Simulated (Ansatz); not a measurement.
The reference is BeS in the zinc blende structure (space group F-43m, No. 216; a = 4.876 Å).

(Cell as relaxed with PBE.)

Levels (all Ansatz, a quantum-chemistry and plane-wave program, PAW, earlier PAW set): PBE (420 eV, no SOC); r2SCAN (500 eV, no spin-orbit coupling).

Each level relaxes its own structure.

```tsv
quantity	PBE	r2SCAN
volume per atom	14.49 Å³	14.42 Å³
lattice parameter a	4.876 Å	4.868 Å
band gap	3.15 eV	3.59 eV
gap character	indirect, Γ → X	indirect, Γ → X
electron mass	0.84 mₑ along k, 0.29 mₑ across	0.79 mₑ along k, 0.29 mₑ across
hole mass (degenerate bands, along [100])	0.34, 0.57, 0.57 mₑ	0.34, 0.57, 0.57 mₑ
```

PBE's volume per atom lies 0.07 Å³ above r2SCAN's (0.5 %); PBE's lattice parameter a lies 0.0074 Å above r2SCAN's (0.2 %); PBE's band gap lies 0.44 eV below r2SCAN's; the two agree on the gap character and hole mass. Neither level is exact; r2SCAN is the comparison here, not a measurement.

Effective masses come from finite differences of ±0.01 Å⁻¹. Along k means along the line from Γ to the band edge. Whether these cells are dynamically stable was not tested.
